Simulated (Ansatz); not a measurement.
Base system: a 16-atom supercell of NaCl in the rock salt structure (space group Fm-3m, No. 225; a = 5.696 Å) at its relaxed geometry.

Level of theory: PBE (Ansatz, a quantum-chemistry and plane-wave program; PAW; 420 eV plane waves; no SOC).

Before the change:

| Item | Result |
|---|---|
| Mean distance from the defect site to its nearest host atoms | 2.85 Å |
| Pressure | 0.0 GPa |

One thing is altered: a neutral Na vacancy, atoms relaxed at fixed cell, starting from a slightly rattled geometry.

Problem. Predict the new mean distance from the defect site to its nearest host atoms.

Solution. The mean distance from the defect site to its nearest host atoms rises by 0.067 Å, from 2.85 Å to 2.91 Å.

Problem. Predict the new largest displacement of a host atom from its site in the perfect cell.

Solution. The largest displacement of a host atom from its site in the perfect cell is 0.07 Å.

Problem. What does the calculation give for the pressure after the change?

Solution. The pressure remains 0.0 GPa.

Other magnetic orders, which the real material may have, were not ruled out. The cell is small, so the values are those of an ordered compound at a high defect concentration; dilute-limit values will differ. A case with no gap was solved on a k-mesh chosen for an insulator, which is coarse for it. The defect cell is spin-polarised and ends with 1.0 μB.
